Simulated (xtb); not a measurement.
xtb 6.7.1, GFN2-xTB: Cc1ccsc1-c1scc2c1OCCO2, 25 atoms. The geometry is a generated start, not checked to be a minimum at this level.

```json
{
 "run_flags": "--grad",
 "method": "GFN2-xTB",
 "--acc": "1 (default)",
 "--etemp (K)": "300 (default)",
 "basis_functions": "82",
 "valence_electrons": "78"
}
```

```xyz
25

C      2.7227    -0.9901     1.2019
C      2.5266    -0.2782    -0.0975
C      3.5863     0.3890    -0.8006
C      3.1612     0.9837    -1.9658
S      1.4931     0.7481    -2.2287
C      1.3247    -0.1625    -0.7843
C      0.0402    -0.7032    -0.4226
S     -0.2234    -2.4059    -0.3845
C     -1.8652    -2.2194     0.0756
C     -2.1935    -0.8954     0.2110
C     -1.1160    -0.0249    -0.0995
O     -1.2039     1.3293    -0.0565
C     -2.5813     1.7409    -0.0353
C     -3.4076     0.9050     0.9495
O     -3.4296    -0.4874     0.5860
H      3.6608    -0.6862     1.6781
H      1.9103    -0.7651     1.9005
H      2.7604    -2.0720     1.0412
H      4.6141     0.4318    -0.4600
H      3.7506     1.5477    -2.6752
H     -2.4958    -3.0825     0.2342
H     -2.6066     2.7961     0.2545
H     -2.9815     1.6567    -1.0535
H     -3.0032     0.9862     1.9662
H     -4.4435     1.2584     0.9655
```

One run each on 1 thread. Values of broydamp tried: 0.02, 0.05, 0.1, 0.2, 0.4 (default), 0.6, 0.8, 1.

Task: How does the count of SCC iterations change with broydamp, and where is it least?

Result: Fewest SCC iterations, within one of each other: 0.2 with 13, 0.4 (default) with 12, 0.6 with 12, 0.8 with 13, 1 with 13. The count rises to 19 at 0.02. All converge to one solution.

| broydamp | SCC iterations | end |
|---|---|---|
| 0.02 | 19 | same solution |
| 0.05 | 16 | same solution |
| 0.1 | 15 | same solution |
| 0.2 | 13 | same solution |
| 0.4 (default) | 12 | same solution |
| 0.6 | 12 | same solution |
| 0.8 | 13 | same solution |
| 1 | 13 | same solution |
